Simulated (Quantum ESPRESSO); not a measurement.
Parameter sweep on LaHfF7 (P2_1, 18 atoms in the cell)

```xyz
18
Lattice="6.3171 0.0000 0.0000 0.0000 5.8084 0.0000 -1.7680 0.0000 8.2961" Properties=species:S:1:pos:R:3 pbc="T T T"
La     2.9657     1.1663     5.7017
La     1.5834     4.0705     2.5944
Hf     4.7053     1.2270     1.8432
Hf    -0.1562     4.1312     6.4530
F      1.9195     2.1388     3.8788
F      2.6296     5.0430     4.4174
F      4.6350     5.4075     6.4300
F     -0.0859     2.5033     1.8661
F      4.8147     2.6612     6.3154
F     -0.2656     5.5654     1.9807
F      1.4101     2.9048     6.5179
F      3.1390     0.0006     1.7782
F      3.0360     1.1688     8.1589
F      1.5131     4.0730     0.1372
F      4.5976     1.2721     3.8336
F     -0.0485     4.1763     4.4625
F      1.0341     5.7306     6.5410
F      3.5149     2.8264     1.7551
```

Base run A: Quantum ESPRESSO with PBEsol, GBRV 1.5 ultrasoft (PBESOL) pseudopotentials, self-consistent single point.

Its settings: ecutwfc = 40 Ry; ecutrho = 320 Ry; occupations = smearing; smearing = fd; degauss = 0.00147 Ry; potentials = {La: la_pbesol_v1.uspp.F.UPF, Hf: hf_pbesol_v1.uspp.F.UPF, F: f_pbesol_v1.4.uspp.F.UPF}; K_POINTS = automatic 3 3 2 0 0 0; conv_thr = 1e-10 Ry; mixing_beta = 0.4.

The starting cell comes from a database of computed structures (which also holds hypothetical and non-ambient phases and stackings), without a prior relaxation at this level. Spin-orbit coupling is off.

ΔF is the free energy per atom less that of run A. 

Run A gave: pressure (GPa) -0.44; largest force (eV/Å) 0.166; gap on the mesh (eV) 6.707; iterations 15.

Runs:
- B: mixing_ndim = 2
- C: mixing_ndim = 4
- D: mixing_ndim = 6
- E: mixing_ndim = 12
- F: mixing_ndim = 16
- G: mixing_ndim = 20

Problem. Which runs reach the base run's state, and which is quickest in iterations?

Solution. Runs B, C, D, E, F, G gave the same state as A (within 1 meV/atom). The fewest iterations to that state were 13 (B); the most were 16.

| run | ΔF (meV/atom) | pressure (GPa) | largest force (eV/Å) | gap on the mesh (eV) | iterations |
|---|---|---|---|---|---|
| A | 0.00 | -0.44 | 0.166 | 6.707 | 15 |
| B | 0.00 | -0.44 | 0.166 | 6.707 | 13 |
| C | 0.00 | -0.44 | 0.166 | 6.707 | 14 |
| D | 0.00 | -0.44 | 0.166 | 6.707 | 16 |
| E | 0.00 | -0.44 | 0.166 | 6.707 | 16 |
| F | 0.00 | -0.44 | 0.166 | 6.707 | 16 |
| G | 0.00 | -0.44 | 0.166 | 6.707 | 16 |
